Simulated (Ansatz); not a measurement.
**Functionals side by side, with their cost (level): ZrBrN (Pmmn, 6 atoms in the cell)**

```xyz
6
Lattice="3.6798 0.0000 0.0000 0.0000 4.1877 0.0000 0.0000 0.0000 9.1722" Properties=species:S:1:pos:R:3 pbc="T T T"
Zr     0.0000     2.0938     0.8990
Zr     1.8399     0.0000     8.2732
Br     0.0000     0.0000     6.1466
Br     1.8399     2.0938     3.0255
N      0.0000     0.0000     0.2798
N      1.8399     2.0938     8.8923
```

Program: Ansatz (a first-principles code), default PAW files made with PBE; each row names its functional.

Base settings: basis.ecutwfc = 420 eV; kpoints.mp_grid.grid = 4 3 2; hamiltonian.xc = pbe0; hamiltonian.pseudopotentials = {kind: paw} (the program's default PAW files); scf.occupations.method = fermi_dirac; scf.occupations.width = 0.02 eV.

Differences are taken from PBE0, a reference of convenience: it is no measurement, and no ranking of the functionals follows.

Core times come from one kind of shared machine and are given to one figure; runs under 30 s give none.

The starting cell comes from a database of computed structures (which also holds hypothetical and non-ambient phases and stackings), without a prior relaxation at this level. Its lattice was rescaled by a random factor within 2.5 % of one. In the base run, with a pressure of about -6 GPa the cell is away from its equilibrium volume at this level. Ansatz's pressure includes its estimate of the finite-basis (Pulay) stress.

| level | gap on the mesh less reference (eV) | pressure less reference (GPa) | largest difference in the force on any atom (eV/Å) | core time / reference (rough) |
|---|---|---|---|---|
| PBEsol | -1.828 | -0.69 | 0.063 | – |
| HSE06 | -0.718 | 0.00 | 0.006 | 0.9 |
| PBE0 | 0.000 | 0.00 | 0.000 | 1 |

Keys are those of Ansatz 0.2.
